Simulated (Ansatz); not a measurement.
The starting structures come from a database of crystals and need not be the phases stable at ambient conditions.

By PBEsol, the system below comes out a metal.

```
Al2Cu
1.0
    4.06067     0.00000     0.00000
    0.00000     5.70219     0.00000
    2.03034     2.85109     2.03034
Al Cu
2 1
Cartesian
  2.03034   4.27664   0.00000
  2.03034   1.42555   0.00000
  0.00000   2.85109   0.00000
```

The cell is taken as given.

The current flows along the normal of the first two printed cell vectors, the (100) plane of the conventional cell. No spin-orbit coupling; the value is a mean over 0.1 eV about the Fermi level.

### Question
Give the ballistic conductance per area that PBEsol (Ansatz, a quantum-chemistry and plane-wave program) yields.

### Answer
0.81 × 10¹⁵ S/m² for both spins.
